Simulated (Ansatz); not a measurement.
The cell is made up: elements placed on another compound's structure type, so the phase may be hypothetical.

By r2SCAN, the system below comes out a metal.

The ballistic (Sharvin) conductance counts the channels at the Fermi level: G/A = (e²/h) × channels of both spins per area.

Data:

```
CELL_PARAMETERS angstrom
      4.58303     0.00000     0.00000
      0.00000     6.48138     0.00000
      0.00000     3.24069     3.24069
ATOMIC_POSITIONS crystal
  Zr 0.50000 0.00000 0.50000
  Zr 0.50000 0.50000 0.50000
  Zr 0.00000 0.50000 0.00000
  C  0.00000 0.50000 0.50000
  C  0.00000 0.00000 0.50000
  C  0.50000 0.00000 0.00000
```

Space group of this cell: Pm-3m. The cell was relaxed by PBE-D3(BJ); by r2SCAN its mean pressure is 3.7 GPa.

The current flows along the normal of the first two printed cell vectors. No spin-orbit coupling; the value is a mean over 0.1 eV about the Fermi level.

Question: Predict the ballistic conductance per area from Ansatz (a first-principles code) with r2SCAN.

Answer: 0.73 × 10¹⁵ S/m² for both spins.
